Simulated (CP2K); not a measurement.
CP2K run on RbPbF₃ (Pm-3m, 5 atoms in the cell): self-consistent single point.

Computed with LDA (Pade form), GPW, DZVP-MOLOPT-SR-GTH basis, GTH-PADE potentials (GTH_POTENTIALS) in CP2K.

```xyz
5
Lattice="4.8617 0.0000 0.0000 0.0000 4.8617 0.0000 0.0000 0.0000 4.8617" Properties=species:S:1:pos:R:3 pbc="T T T"
Rb     0.0000     0.0000     0.0000
Pb     2.4309     2.4309     2.4309
F      0.0000     2.4309     2.4309
F      2.4309     0.0000     2.4309
F      2.4309     2.4309     0.0000
```

Reference input (self-consistent single point, DFT PBEsol, GPW, DZVP-MOLOPT-SR-GTH basis, GTH-PBE potentials (GTH_POTENTIALS)): CUTOFF = 550 Ry; REL_CUTOFF = 40 Ry; KPOINTS/SCHEME = MACDONALD 4 4 4 0.125 0.125 0.125; XC_FUNCTIONAL = PBE:PBESOL; Rb/BASIS_SET = DZVP-MOLOPT-SR-GTH; Rb/POTENTIAL = GTH-PBE-q9; Pb/BASIS_SET = DZVP-MOLOPT-SR-GTH; Pb/POTENTIAL = GTH-PBE-q4; F/BASIS_SET = DZVP-MOLOPT-SR-GTH; F/POTENTIAL = GTH-PBE-q7; METHOD = GPW; EPS_DEFAULT = 1e-10. This run's input differs from it in these lines:

```diff
@@ -38,6 +38,3 @@
     &XC
-      &XC_FUNCTIONAL
-        &PBE
-          PARAMETRIZATION PBESOL
-        &END PBE
+      &XC_FUNCTIONAL PADE
       &END XC_FUNCTIONAL
@@ -76,3 +73,3 @@
       BASIS_SET DZVP-MOLOPT-SR-GTH
-      POTENTIAL GTH-PBE-q9
+      POTENTIAL GTH-PADE-q9
     &END KIND
@@ -80,3 +77,3 @@
       BASIS_SET DZVP-MOLOPT-SR-GTH
-      POTENTIAL GTH-PBE-q4
+      POTENTIAL GTH-PADE-q4
     &END KIND
@@ -84,3 +81,3 @@
       BASIS_SET DZVP-MOLOPT-SR-GTH
-      POTENTIAL GTH-PBE-q7
+      POTENTIAL GTH-PADE-q7
     &END KIND
```

Output, abridged:

```
 SCF WAVEFUNCTION OPTIMIZATION

  Step     Update method      Time    Convergence         Total energy    Change
     1 NoMix/Diag. 0.30E+00      -     2.04243722      -100.3090710803 -1.00E+02
     2 Broy./Diag. 0.30E+00      -     0.08980321       -97.0977940865  3.21E+00
     3 Broy./Diag. 0.30E+00      -     0.03441335      -100.5013752027 -3.40E+00
     4 Broy./Diag. 0.30E+00      -     0.03157823      -100.6110571963 -1.10E-01
     5 Broy./Diag. 0.30E+00      -     0.00611287      -100.3778143714  2.33E-01
     6 Broy./Diag. 0.30E+00      -     0.00306495      -100.5884512768 -2.11E-01
   [... 4 lines left out ...]
    11 Broy./Diag. 0.30E+00      -     0.00000960      -100.5807712666  7.44E-05
    12 Broy./Diag. 0.30E+00      -     0.00000043      -100.5808831241 -1.12E-04
    13 Broy./Diag. 0.30E+00      -     0.00000042      -100.5808838153 -6.91E-07
    14 Broy./Diag. 0.30E+00      -     0.00000001      -100.5808837731  4.23E-08
  *** SCF run converged in    14 steps ***

  Overlap energy of the core charge distribution:               0.00000000008534
  Self energy of the core charge distribution:               -243.70452361264040
  Core Hamiltonian energy:                                     65.09406039626383
  Hartree energy:                                              96.37307711694093
  Exchange-correlation energy:                                -18.34349767371410

  Total energy:                                              -100.58088377306440

                     Mulliken Population Analysis

 #  Atom  Element  Kind  Atomic population                           Net charge
       1     Rb       1          8.128477                              0.871523
       2     Pb       2          3.126010                              0.873990
   [... lines left out ...]

 STRESS| Analytical stress tensor [bar]
 STRESS|                        x                   y                   z
 STRESS|      x       -4.58391809527E+04   2.36049413680E-04   2.36049010689E-04
 STRESS|      y        2.36049413680E-04  -4.58391790531E+04   2.36049942151E-04
 STRESS|      z        2.36049010689E-04   2.36049942151E-04  -4.58391809527E+04
 STRESS| 1/3 Trace                                            -4.58391803195E+04
```

The run converged in 14 iterations. Against the reference run the pressure goes from -0.98 to -4.58 GPa and the gap on the mesh goes from 2.914 to 2.834 eV.

The starting cell comes from a database of computed structures (which also holds hypothetical and non-ambient phases and stackings), without a prior relaxation at this level. Spin-orbit coupling is off. Values carry the incompleteness of an atom-centred basis. With a pressure of about -5 GPa the cell is away from its equilibrium volume at this level.
